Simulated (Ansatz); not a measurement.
BP under load (space group I-4m2), r2SCAN with spin-orbit coupling, rigid bands in Ansatz (a first-principles code). Condition of this run: biaxial stress in (001) of -8 GPa (compression positive) (the target of the relaxation). Band gap 0.94 eV, N_c = 1.29e19 cm⁻³ and N_v = 4.11e18 cm⁻³ at 300 K, conductivity masses along z (a = (0.00, 2.31, 2.24) Å; b = (2.31, 0.00, 2.24) Å; c = (2.31, 2.31, 0.00) Å) of 1.22 mₑ (electrons) and 0.422 mₑ (holes). Take k_BT = 0.02585 eV.

Task: A film of it is 5 nm thick, with its normal along the direction named. Estimate the confinement energies in an infinite well.

Result: ħ²π²/(2m t²) = 0.376 eV·nm²/(m/mₑ × t²) gives 12.3 meV for electrons and 35.6 meV for holes, so the gap would widen to about 0.99 eV. Finite barriers and nonparabolic bands lower this, and with several valleys or bands the heaviest mass along the normal sets the lowest level, not this average.

Task: What thermal injection velocity √(2k_BT/πm) limits a ballistic channel along the direction named?

Result: 4.87e6 cm/s for electrons and 8.28e6 cm/s for holes, a ratio of √(m_h/m_e) = 0.588, for dilute carriers.

Task: What built-in voltage has an abrupt junction with N_A = 1e17 and N_D = 1e17 cm⁻³, all dopants ionised?

Result: V_bi = E_g/e − (k_BT/e) ln(N_c N_v/(N_A N_D)) = 0.94 − 0.02585 × 8.58 = 0.72 V, for the computed gap.

Rigid bands with the computed gap; masses take one relaxation time for all states. Geometry: cell and atoms relaxed with PBEsol.
